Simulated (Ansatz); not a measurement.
# RbBr in the rock salt structure (space group Fm-3m, No. 225)

RbBr is taken in the cubic space group Fm-3m (No. 225), the rock salt structure, Pearson symbol cF8. Cell: a = 7.018 Å, b = 7.018 Å, c = 7.018 Å, α = 90.00°, β = 90.00°, γ = 90.00°. Rb on 4a sees 6 Br at 3.509 Å (octahedral). Br on 4b has 6 Rb at 3.509 Å (octahedral). (Neighbours: up to the widest gap in distance over summed covalent radii, below 1.35, at either atom; cation-cation and far metal-metal contacts left out.)
(The calculation used a cell of 2 atoms; values per cell refer to that cell.)

Level of theory: DFT with PBE, PAW potentials and a 420 eV plane-wave cutoff in Ansatz (a first-principles code), spin-orbit coupling left out. Settings: 8×8×8 k-points, 0.05 eV Fermi–Dirac smearing.

```json
{
 "volume_per_atom": "43.20 Å³",
 "density": "3.18 g/cm³",
 "band_gap": "4.19 eV, direct at Γ",
 "electron_mass": "0.39 mₑ",
 "Lowest conduction-band minima above the VBM": "Γ 4.19 eV; X along ⟨100⟩ 5.67 eV",
 "total_energy": "-3027.035 eV/atom (σ→0; compares only within this code and set-up)"
}
```

Masses are band curvatures over ±0.01 Å⁻¹ around the edge. No phonon test of stability was made.
